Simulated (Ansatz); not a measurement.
CdTe (F-43m) under hydrostatic pressure: band gap by r2SCAN with spin-orbit coupling, rigid bands (plane waves, PAW; Ansatz, a program for electronic structure). The unloaded cell, whose axes the loads refer to:

Space group F-43m (No. 216); a = 6.5577 Å, b = 6.5577 Å, c = 6.5577 Å, α = 90.00°, β = 90.00°, γ = 90.00°

```csv
atom,site,symmetry,x,y,z
Cd,4a,-43m,0.0000,0.0000,0.0000
Te,4d,-43m,0.7500,0.7500,0.7500
```
(The calculation used a cell of 2 atoms; values per cell refer to that cell.)

```csv
hydrostatic pressure (GPa),volume per atom (Å³),band gap (eV)
-2,37.30,0.73
0,35.25,?
2,33.71,1.05
10,29.80,1.45
```

**Question.** Fit a straight line to band gap against the load over the rows given, and predict the row at 0 GPa.

**Answer.** The means are x̄ = 3.333 GPa and ȳ = 1.0767; Σ(x − x̄)(y − ȳ) = 4.373 and Σ(x − x̄)² = 74.67, so the slope is 58.6 meV per GPa, and the rows given lie within 51 meV of the line. At 0 GPa the line gives 0.88 eV; the calculation gives 0.91 eV, 3.1 % from it, so the trend bends or changes character over this range.

**Question.** With all rows, what volume deformation potential dE_g/d ln V follows?

**Answer.** A line through E_g against ln V has the slope -3.2 eV, so the gap opens under compression.

 Stresses and pressures are the targets of the relaxation. Gaps are resolved to about 0.01 eV. The structure type is held at every load. Geometry: cell and atoms relaxed with r2SCAN.
